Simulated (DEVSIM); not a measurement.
Structure: TaN/Al2O3/SiO2/p-Si capacitor, at 400 K.

| layer (left to right) | material | thickness (nm) | Na (cm⁻³) |
|---|---|---|---|
| 1 | Al2O3 | 9.10 | - |
| 2 | SiO2 | 0.600 | - |
| 3 | Si | 1000 | 3.1e17 |

Metal gate on the left, work function 4.4 eV. Fixed charge at the semiconductor interface -1e11 cm⁻² (in units of +e); no interface traps.

The device is made up for the run: typed textbook-type constants, with dimensions and the other settings drawn at random. Values at 300 K; Nc and Nv go as T^1.5, mobilities as T to minus their exponent, the gap by Varshni's rule with the affinity fixed.

```
parameter         Al2O3  SiO2        Si
----------------  -----  ----  --------
gap (eV)            6.8     9     1.124
affinity (eV)      1.35   0.9      4.05
permittivity          9   3.9      11.7
Nc (cm⁻³)             -     -   2.86e19
Nv (cm⁻³)             -     -    3.1e19
Varshni α (eV/K)      -     -  0.000473
Varshni β (K)         -     -       636
```

DEVSIM, 1D Poisson equation in equilibrium, Boltzmann statistics, complete ionisation; no quantum confinement or tunnelling. Metal contacts follow the ideal Schottky-Mott rule: no Fermi-level pinning, no interface dipoles.

The interface trap density was swept, all else fixed.

| interface trap density (cm^-2 eV^-1) | minimum of the low-frequency capacitance (μF/cm²) | threshold voltage (band bending 2φF) (V) | flat-band voltage (V) |
|---|---|---|---|
| 0 | 0.167 | 0.57 | -0.55 |
| 1e10 | 0.168 | 0.57 | -0.55 |
| 1e11 | 0.177 | 0.57 | -0.56 |
| 3e11 | 0.195 | 0.59 | -0.58 |
| 1e12 | [?] | [?] | -0.63 |
| 2e12 | 0.314 | 0.72 | -0.71 |

### Question
What belongs in the gaps?

### Answer

- 1e12, minimum of the low-frequency capacitance (μF/cm²): 0.252
- 1e12, threshold voltage (band bending 2φF) (V): 0.65
